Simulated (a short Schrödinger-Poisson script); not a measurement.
**Symmetric double-gate stack, HfO2 on p-type Si(110)**

System: symmetric double-gate stack, HfO2 on p-type Si(110), at 300 K.

```tsv
layer	material	thickness (nm)	Na (cm⁻³)
1	HfO2	11.7	-
2	Si	5	4e17
3	HfO2	11.7	-
```

Constants are typed, rounded textbook-type inputs, not results; the design itself was drawn at random and stands for no fabricated device. HfO2: permittivity 22, conduction-band edge (eV) 1.55, gap (eV) 5.7, electron mass (mₑ) 0.2. Si: permittivity 11.7, conduction-band edge (eV) 0, gap (eV) 1.124, Nv at 300 K (cm⁻³) 3.1e19.

Channel valleys (confinement mass, in-plane density-of-states mass, number): Δ4 0.315, 0.324, 4; Δ2 0.19, 0.417, 2. At the gates, both at one voltage, the conduction-band edge of layer 1 lies 1.6 eV − eVg above the Fermi level of the channel. Gaps are held at their typed values at every temperature. Mesh 0.03 nm at interfaces.

From a short Schrödinger-Poisson script (our own, NumPy): 1D Poisson equation in equilibrium, electrons quantum, Hartree (BenDaniel-Duke, 12 states a valley, the channel's in-plane mass for all, wave functions ending at the dielectric), parabolic valleys, classical holes, full ionisation, no traps, pinning or gate leakage.

```
Vg (V)  electrons (cm⁻²)  C (μF/cm²)  Δ4 E0 (meV)  Δ4 E1 (meV)  Δ2 E0 (meV)  Δ2 E1 (meV)
------  ----------------  ----------  -----------  -----------  -----------  -----------
-0.3              2.25e6     < 0.003        409.1        552.0        440.5        677.6
-0.2              1.07e8     < 0.003        309.1        452.0        340.5        577.6
-0.1              5.08e9      0.0317        209.4        352.3        240.8        477.9
0                1.67e11       0.753        119.0        261.5        150.4        387.1
0.1              1.04e12        1.89         71.0        211.4        102.4        337.1
0.2              2.36e12        2.26         49.0        186.3         80.5        312.0
0.3              3.82e12        2.41         35.6        169.4         67.1        295.1
0.4              5.35e12        2.49         25.8        156.2         57.4        282.0
0.5              6.92e12        2.53         18.1        145.0         49.8        270.9
0.6              8.51e12        2.57         11.6        135.1         43.5        261.1
0.7              1.01e13        2.60          6.0        126.1         38.1        252.3
0.8              1.18e13        2.62          1.1        117.9         33.3        244.2
0.9              1.34e13        2.64         -3.4        110.1         29.1        236.6
1                1.50e13        2.65         -7.6        102.8         25.2        229.5
1.1              1.67e13        2.67        -11.4         96.0         21.7        222.9
1.2              1.84e13        2.68        -15.0         89.4         18.5        216.6
1.3              2.00e13        2.69        -18.4         83.2         15.4        210.6
1.4              2.17e13        2.70        -21.6         77.2         12.6            -
1.5              2.34e13        2.72        -24.6         71.5         10.0            -
```

Gate voltages with under 1e6 electrons/cm² are left out.

Subbands count from the Fermi level; a dash marks a level above the dielectric's band edge. The capacitance is that of both gates.
